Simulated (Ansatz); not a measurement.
## fcc Rh (1 1 1) on antifluorite Mg2Si (1 1 1) (film strained to the substrate, started from cuts of the bulks and a machine-learned relaxation; slabs Mg8Si4 and Rh15, which can lie off the formulas)

A periodic stack without vacuum, fcc Rh (1 1 1) on antifluorite Mg2Si (1 1 1) (film strained to the substrate, started from cuts of the bulks and a machine-learned relaxation; slabs Mg8Si4 and Rh15, which can lie off the formulas): substrate slab Mg8Si4, film Rh15, surface cells [[0, 1], [-1, 0]] and [[1, -2], [1, 1]], film strained by -4.1 and -4.1 %, outermost planes Mg/Mg and Rh/Rh as cut, which need not be the usual terminations and can put a slab off its formula.

The start was prepared with a machine-learned potential, and the result is one local minimum, with the in-plane cell held and forces under 0.04 eV/Å; the film can end far from its bulk form.

All values below come from PBE (plane waves to 420 eV, PAW; Ansatz, a quantum-chemistry and plane-wave program). Scalar-relativistic, without spin–orbit coupling; the runs are not spin-polarised; PBE gaps are too small against experiment. Its k-point mesh 8×8×1, Fermi–Dirac width 0.05 eV.

interface area: 17.5 Å²
period: 24.34 Å
heights between the nearest atoms of the two slabs at the two interfaces: 1.92 and 1.92 Å
Mg–Rh contacts across the interfaces within 1.22 times the sum of covalent radii: 11, mean 3.00 Å
Rh–Si contacts across the interfaces within 1.22 times the sum of covalent radii: 6, mean 2.44 Å

```
Mg8Rh15Si4
1.0
    4.49567     0.00001     0.18513
   -2.24670     3.89666    -0.12071
   -1.74404     1.46163    24.27993
Mg Si Rh
8 4 15
Cartesian
  3.02806   0.94839   1.61065
  0.74296   2.25307   2.41461
 -1.57832   3.56303   4.01688
  2.83953   0.97989   6.11022
  0.51902   2.29350   7.89116
 -1.80411   3.60607   9.67629
  2.63332   1.01517  11.58134
  0.35015   2.31910  12.39639
 -1.45745   3.54317   1.15635
  0.62671   2.27120   5.12288
  2.73061   1.00059   8.87827
 -1.90864   3.61849  12.54537
 -0.48816   3.63915  14.55316
 -2.75372   4.91624  14.41862
  1.76889   2.31394  14.64495
 -1.33725   4.94521  16.79246
 -1.32940   2.34024  16.80683
  0.91223   3.63871  16.89192
  0.07404   2.35957  19.12135
 -2.17729   3.65716  19.03180
  0.07237   4.95797  19.08568
 -0.76805   3.67665  21.32129
 -3.01927   4.97539  21.20871
  1.47426   2.37558  21.44947
 -1.61433   4.97123  23.57904
 -1.59982   2.40870  23.60171
  0.61267   3.70290  23.67488
```
